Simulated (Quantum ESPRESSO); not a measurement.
## Refining one setting for HfSiO4 (I4_1/amd, 12 atoms in the cell)

```
CELL_PARAMETERS angstrom
     -3.19740     3.19740     2.91007
      3.19740    -3.19740     2.91007
      3.19740     3.19740    -2.91007
ATOMIC_POSITIONS crystal
  Hf 0.00000 0.00000 0.00000
  Hf 0.75000 0.25000 0.50000
  Si 0.25000 0.75000 0.50000
  Si 0.50000 0.50000 0.00000
  O  0.13409 0.31920 0.81489
  O  0.06920 0.75431 0.68511
  O  0.50431 0.31920 0.18511
  O  0.06920 0.38409 0.31489
  O  0.61591 0.93080 0.68511
  O  0.68080 0.86591 0.18511
  O  0.24569 0.93080 0.31489
  O  0.68080 0.49569 0.81489
```

Computed with PBE, PseudoDojo standard norm-conserving (PBE) pseudopotentials (plane waves; Quantum ESPRESSO 7.5).

The starting cell comes from a database of computed structures (which also holds hypothetical and non-ambient phases and stackings), without a prior relaxation at this level. Its lattice was rescaled by a random factor within 2.5 % of one. Spin-orbit coupling is off. In the base run, with a pressure of about 29 GPa the cell is away from its equilibrium volume at this level.

Held fixed: ecutwfc = 85 Ry; occupations = smearing; smearing = gauss; degauss = 0.0036749 Ry; potentials = {Hf: Hf.upf, Si: Si.upf, O: O.upf}; K_POINTS = automatic 4 4 4 0 0 0; mixing_beta = 0.3.

ΔF is the free energy per atom less that of the last row (7.3e-14 Ry).

The series runs over conv_thr = 0.0073 Ry; 0.00073 Ry; 7.3e-05 Ry; 7.3e-06 Ry; 7.3e-07 Ry; 7.3e-08 Ry; 7.3e-10 Ry; 1e-10 Ry; 7.3e-12 Ry; 7.3e-14 Ry.

Q: From which setting on does the energy stay within 0.5 meV/atom of the last one?

A: From conv_thr = 0.00073 Ry on; the one before it is off by 1.1 meV/atom.

Q: From which setting on does the largest force stay within 0.02 eV/Å of the last one?

A: From conv_thr = 7.3e-05 Ry on; the one before it is off by 0.066 eV/Å. The value it settles on is 0.766 eV/Å at this level of theory and with the other settings as held.

```
conv_thr    ΔF (meV/atom)  pressure (GPa)  largest force (eV/Å)  gap on the mesh (eV)  iterations
----------  -------------  --------------  --------------------  --------------------  ----------
0.0073 Ry            1.12           31.26                 0.615                 5.945           5
0.00073 Ry           0.33           27.57                 0.832                 5.826           6
7.3e-05 Ry           0.01           28.84                 0.770                 5.877           7
7.3e-06 Ry           0.00           29.07                 0.764                 5.882           9
7.3e-07 Ry           0.00           29.03                 0.767                 5.880          10
7.3e-08 Ry           0.00           28.98                 0.766                 5.879          12
7.3e-10 Ry           0.00           28.99                 0.766                 5.879          13
1e-10 Ry             0.00           28.99                 0.766                 5.879          13
7.3e-12 Ry           0.00           28.98                 0.766                 5.879          15
7.3e-14 Ry           0.00           28.98                 0.766                 5.879          19
```

Gaps are taken between levels on the mesh.
